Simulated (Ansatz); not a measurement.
The starting structures come from a database of crystals and need not be the phases stable at ambient conditions.

 Where the default PAW files enter, the runs use the earlier of Ansatz's two default sets.

Inside the gap of an insulator the Bloch states are evanescent, with a wavenumber k + iκ along the transport direction.

Data:

```xyz
4
Lattice="3.1453 0.0000 0.0000 0.0000 5.0969 0.0000 1.5726 0.0000 2.7239" Properties=species:S:1:pos:R:3 pbc="T T T"
Al     0.0000     0.0038     0.0000
Ga     3.1453     2.5629     1.8159
N      3.1453     4.5271     1.8159
N      0.0000     1.8952     0.0000
```

Space group of this cell: P3m1. The cell is taken as given.

Transport runs along the normal of the first two printed cell vectors, the (100) plane of the conventional cell.

The gap is the functional's own. No spin-orbit coupling. Mid-gap values are interpolated on the energy grid.

Problem. Predict the band gap and the smallest decay constant κ at mid-gap from r2SCAN (Ansatz, a program for electronic structure).

Solution. Gap 3.37 eV on a 12×6×12 mesh; κ = 0.222 1/Å, at the zone centre.
